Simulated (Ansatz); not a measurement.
## TiAl: response to strain

Consider TiAl (space group P4/mmm, No. 123; a = 2.8127 Å, c = 4.0616 Å; relaxed with 0.1 eV smearing). Axes: x, y, z lie along a, b, c of the conventional cell.

Strains are applied to the cell and any free atomic positions relax.

Computed with Ansatz (an electronic-structure program) r2SCAN, no spin-orbit coupling.

Notes on the quantities. pressure: mean of the normal stresses, compression positive; energy relative to the base: free energy F.

```
variant                         volume per atom  pressure  energy relative to the base
------------------------------  ---------------  --------  ---------------------------
base                                   16.07 Å³   0.0 GPa                   0 meV/atom
uniaxial strain ε_xx = −3.00 %         15.58 Å³   4.0 GPa                 +10 meV/atom
uniaxial strain ε_xx = −2.50 %         15.66 Å³   3.2 GPa                +7.1 meV/atom
uniaxial strain ε_xx = −2.00 %         15.75 Å³   2.6 GPa                +4.5 meV/atom
uniaxial strain ε_xx = −1.50 %         15.83 Å³   1.9 GPa                +2.5 meV/atom
uniaxial strain ε_xx = −1.00 %         15.91 Å³   1.2 GPa                +1.1 meV/atom
uniaxial strain ε_xx = −0.50 %         15.99 Å³   0.6 GPa                +0.3 meV/atom
```

Stability against distortions was not tested. The final runs are not spin-polarised.
